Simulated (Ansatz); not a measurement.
Take MoS$_{2}$ in the 2H-MoS2 type structure (space group P6_3/mmc, No. 194; layered, stacked along the Cartesian z axis) as the base.

```
MoS2
1.0
    3.14937     0.00000     0.00000
   -1.57469     2.72744     0.00000
    0.00000     0.00000    12.09029
Mo S
2 4
Cartesian
  0.00000   1.81829   3.02257
  1.57469   0.90915   9.06771
  0.00000   1.81829   7.50192
  1.57469   0.90915   1.45677
  1.57469   0.90915   4.58837
  0.00000   1.81829  10.63351
```

Cartesian axes are those of the cell as printed.

Level of theory: PBE-D3(BJ) (Ansatz, a first-principles code; PAW; 420 eV plane waves; no spin-orbit coupling).

For the base:

| Property | Value |
|---|---|
| Band gap | 0.78 eV |
| Width of the top valence band | 1.69 eV |
| Valence-band top at Γ | 0.00, -1.11, -1.28 eV |

Modification: biaxial strain −1.01 %, plane normal [001], relaxed out of plane (Cartesian); in-plane vectors clamped, the third vector and the atoms free.

Task: Predict the new band gap.

Result: The band gap goes up by 0.02 eV, from 0.78 eV to 0.80 eV.

Task: What happens to the in-plane stress?

Result: The mean in-plane stress (compression positive) is +3.0 GPa.

Task: How does this affect the out-of-plane strain?

Result: The out-of-plane strain amounts to +0.33 %.

Task: Predict the new width of the top valence band.

Result: The width of the top valence band falls by 0.03 eV, from 1.69 eV to 1.66 eV.

Task: What happens to the valence-band top at Γ?

Result: The valence-band top at Γ (three highest levels, from the VBM) changes from 0.00, -1.11, -1.28 eV to 0.00, -1.13, -1.35 eV.

Stability against distortions was not tested.
